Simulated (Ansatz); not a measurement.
Band offset of Si/Si0.75Ge0.25 (110) on Ge by the potential line-up, from a (110) superlattice of 8 layers of Si and 8 of Si0.75Ge0.25 (both in the zinc blende type), in-plane lattice that of Ge; the cell holds Si112Ge16 (the alloy is one fixed pattern in a 16-atom cell, repeated, and so ordered). Offsets are the edge of Si0.75Ge0.25 less that of Si.

Methods: PBE (plane waves to 420 eV, PAW; Ansatz, a program for electronic structure); HSE06 (plane waves to 420 eV, PAW; Ansatz). Geometries and values that name no level are of the first. No spin–orbit coupling; PBE gaps are too small against experiment. Its k-point mesh 4×3×1, Fermi–Dirac width 0.01 eV. HSE06 ran on meshes of its own (5×4×5, 2×2×5); its edges and gaps are taken over the mesh and over extra points off it, mostly where PBE has its edges.

```csv
quantity (eV),Si,Si0.75Ge0.25
valence edge over the bulk's mean potential (HSE06),3.965,3.911
conduction edge over the same (HSE06),4.768,4.597
```

In the superlattice the mean electrostatic potential energy in Si0.75Ge0.25 lies +0.225 eV against that in Si (PBE).

Work out the offsets.

Valence: 3.911 − (3.965) + (+0.225) = +0.17 eV. Conduction: 4.597 − (4.768) + (+0.225) = +0.05 eV.
